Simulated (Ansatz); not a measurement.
## GaSb: energy against strain

GaSb (zinc blende, F-43m, 27.664 Å³/atom at rest, cube axes along x, y and z) under a strain ε along a cube axis (axis z), the other axes held. LDA in Ansatz, a plane-wave DFT program (PAW, default set), 420 eV, 13×13×13 Γ-centred mesh, Fermi-Dirac smearing 0.05 eV; ions are relaxed within the symmetry of each cell.

Here s stands for strain and y for E less E0.

| strain (%) | E less E0 (meV/atom) |
|---|---|
| -1.50 | 1.70 |
| -1.00 | 0.75 |
| -0.50 | 0.18 |
| 0.00 | 0.00 |
| 0.50 | 0.18 |
| 1.00 | 0.74 |
| 1.50 | 1.65 |
| 3.00 | ? |

Fit y of the 7 rows that show it with a parabola. Least squares gives y = -0.003 - 0.0121·s + 0.7462·s². Residuals (row less fit): 0.006, -0.005, -0.010, 0.003, 0.003, 0.009, -0.008; standard error 0.009 (degrees of freedom: 4). Twice the quadratic coefficient over the volume, 2 × 0.7462 meV × 10⁴ × 0.1602 / 27.664 Å³, is the elastic constant C11 = 86 ± 0.4 GPa.

What does the fit predict for y at s = 3.00, and how far is the calculated value from it?

y = -0.003 - 0.0121 × 3.0 + 0.7462 × 3.0² = 6.676 meV/atom. The calculation gives 6.54 meV/atom, 0.136 meV/atom below the prediction (2.1 % of the range of y in the table). The row lies outside the fitted rows, so this is an extrapolation. From the scatter of the fitted rows alone, a prediction at this place has a standard error of 0.034 meV/atom, so the miss is 4.0 times that.

One order more, fitted to all 13 runs of the series, follows each within 0.01, so the miss is the next term of a smooth law. This level leaves no gap over 0.05 eV at strain 0.50, 1.00, 1.50, 3.00, where the mesh may be coarse. Rows are the converged runs of the series near zero and its far end; series whose fitted rows scatter by over a few per cent of the range, as at a crossing or softening among them, aren't shown in this form. Most that stay on the fit to the last digits aren't either.
